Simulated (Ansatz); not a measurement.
Ansatz (an electronic-structure program) run on CdHOF (P1, 8 atoms in the cell): self-consistent single point.

Computed with PBEsol, default PAW files made with PBE (plane waves; Ansatz).

The change in words: lattice scaled by 0.98; basis.ecutrho_ratio: default → 16. Reference geometry:
```yaml
crystal:
  lattice:
    - [3.55203, 0.00000, 0.00000]
    - [0.00000, 4.86891, 0.00000]
    - [-0.00820, 0.00000, 5.65609]
  atoms:
    - { symbol: Cd, position: [0.74778, 0.75453, 0.74221] }
    - { symbol: Cd, position: [0.25224, 0.25453, 0.26663] }
    - { symbol: H, position: [0.74970, 0.68417, 0.27240] }
    - { symbol: H, position: [0.25030, 0.18417, 0.72760] }
    - { symbol: O, position: [0.24816, 0.02155, 0.61969] }
    - { symbol: O, position: [0.75184, 0.52155, 0.38031] }
    - { symbol: F, position: [0.24887, 0.47975, 0.89420] }
    - { symbol: F, position: [0.75113, 0.97975, 0.10580] }
```

Reference input (self-consistent single point, DFT, PBEsol, plane waves, default PAW files made with PBE): basis.ecutwfc = 420 eV; kpoints.mp_grid.grid = 5 3 3; hamiltonian.xc = pbesol; hamiltonian.pseudopotentials = {kind: paw} (the program's default PAW files); scf.occupations.method = fixed. This run's input differs from it in these lines:

Ansatz 0.2 input:
```diff
@@ -3,5 +3,5 @@
   lattice:
-    - [3.55203200, 0.00000000, 0.00000000]
-    - [0.00000000, 4.86891300, 0.00000000]
-    - [-0.00820400, 0.00000000, 5.65609400]
+    - [3.48099100, 0.00000000, 0.00000000]
+    - [0.00000000, 4.77153500, 0.00000000]
+    - [-0.00804000, 0.00000000, 5.54297200]
   atoms:
@@ -17,2 +17,3 @@
   ecutwfc: 420.0
+  ecutrho_ratio: 16
 kpoints:
```

The program printed (abridged):

```
SCF iter   1: F=—  HF=-19123.548106 eV  |F-HF|=—  |Δ(HF+E_count)|=         —  Δρ=1.44e-2  dr2=1.29e-1  ethr=1.77e-3  ⟨swp⟩=4.7  Hψ=3007  notcnv=0  defer=138
all-band conjugate gradients solve this SCF's bands
preconditioner: auto → Resta (q_TF=auto, 2.594 Å⁻¹)
SCF iter   2: F=—  HF=-19123.511743 eV  |F-HF|=—  |Δ(HF+E_count)|=   3.64e-2  Δρ=2.92e-3  dr2=3.67e-3  ethr=1.90e-4  ⟨swp⟩=2.0  Hψ=1794  notcnv=0  defer=138
   [... lines left out ...]
SCF iter   5: F=—  HF=-19123.511216 eV  |F-HF|=—  |Δ(HF+E_count)|=   5.99e-5  Δρ=1.83e-4  dr2=3.47e-5  ethr=6.91e-7  ⟨swp⟩=2.2  Hψ=1408  notcnv=0  defer=84
SCF iter   6: F=—  HF=-19123.511216 eV  |F-HF|=—  |Δ(HF+E_count)|=   4.52e-7  Δρ=6.37e-5  dr2=4.19e-6  ethr=5.10e-8  ⟨swp⟩=2.0  Hψ=1383  notcnv=0  defer=84
SCF iter   7: F=—  HF=-19123.511220 eV  |F-HF|=—  |Δ(HF+E_count)|=   4.30e-6  Δρ=1.44e-5  dr2=1.77e-7  ethr=6.16e-9  ⟨swp⟩=2.0  Hψ=1434  notcnv=0  defer=84
SCF iter   8: F=-19123.511221 eV  HF=-19123.511221 eV  |F-HF|=6.55e-10  |Δ(HF+E_count)|=   2.03e-7  Δρ=5.19e-6  dr2=1.91e-8  ethr=1.47e-10  ⟨swp⟩=10.4  Hψ=4617  notcnv=0
SCF 1 converged in 8 iterations: F = -19123.511221 eV  dr2 = 1.91e-8
Free energy (F): -19123.511221 eV
Internal energy: -19123.511221 eV  (E = F + TS)
E sigma→0 (E₀):  -19123.511221 eV
Fermi energy:    6.033308 eV
--- Forces (eV/Å), atoms counted from 1 ---
  atom   1  Cd     0.02065502    -0.00877138    -0.45218729
  atom   2  Cd    -0.01993024     0.03792793     0.16353012
  atom   3  H      0.01665518     0.46590373    -0.29943004
  atom   4  H     -0.01680941     0.46632413     0.34943005
  atom   5  O      0.01121339    -0.59491278    -0.28694819
  atom   6  O     -0.01158143    -0.49633893     0.43414939
  atom   7  F      0.00485566     0.03722904     0.03296506
  atom   8  F     -0.00505755     0.09266269     0.05847896
--- Stress (GPa, compression-positive) ---
       -1.617748       0.006280       0.024581
        0.006280       0.621809      -0.081240
        0.024581      -0.081240      -0.371178
  P = ⅓ Tr σ = -0.4557 GPa (-4.557 kbar)
  The stress holds the Pulay correction. Without it, at fixed plane waves, as pw.x and ABINIT print it: P = -1.1156 GPa
```

The run converged in 8 iterations. Against the reference run the free energy drops by 15.0 meV/atom, the pressure goes from -5.92 to -0.46 GPa, the largest force goes from 0.471 to 0.661 eV/Å and the gap on the mesh goes from 1.648 to 1.806 eV.

The starting cell comes from a database of computed structures (which also holds hypothetical and non-ambient phases and stackings), without a prior relaxation at this level. Its lattice was rescaled by up to half a per cent. One atom was moved a little off its site on purpose. For this run, on top of that: lattice scaled by 0.98. Ansatz's pressure includes its estimate of the finite-basis (Pulay) stress. Without the estimate this run gives -1.12 GPa.
